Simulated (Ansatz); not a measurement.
# What pressure 45 GPa does to ZrSe2

Base system: ZrSe$_{2}$ in the CdI2 type structure (space group P-3m1, No. 164; a = 3.662 Å, c = 5.842 Å; layered, stacked along the Cartesian z axis).

One thing is altered: a hydrostatic pressure of 45 GPa.

Level of theory: PBEsol-D3(BJ), PAW, 420 eV (Ansatz, a quantum-chemistry and plane-wave program; no spin-orbit coupling). Settings: 15×15×8 k-points, 0.05 eV Fermi–Dirac smearing.

```json
[
 {"quantity": "volume per atom", "base": "22.61 Å³", "changed": "15.40 Å³", "shift": "-7.21 Å³"},
 {"quantity": "density", "base": "6.10 g/cm³", "changed": "8.95 g/cm³", "shift": "+2.85 g/cm³"},
 {"quantity": "c/a ratio", "base": "1.595", "changed": "1.742", "shift": "+0.147"},
 {"quantity": "shortest interatomic distance", "base": "265.5 pm", "changed": "251.1 pm", "shift": "-14.48 pm"},
 {"quantity": "enthalpy H = E + PV relative to the base's energy", "base": "–", "changed": "+5.05 eV/atom", "shift": "–"},
 {"quantity": "band gap", "base": "zero", "changed": "zero", "shift": "–"}
]
```

Load acts through the strain it causes; cell and atoms are relaxed under it. Stability against distortions was not tested. No other phases were tried under pressure. All final runs are without spin polarisation. The zero or small gap of ZrSe2 can change with the level of theory.
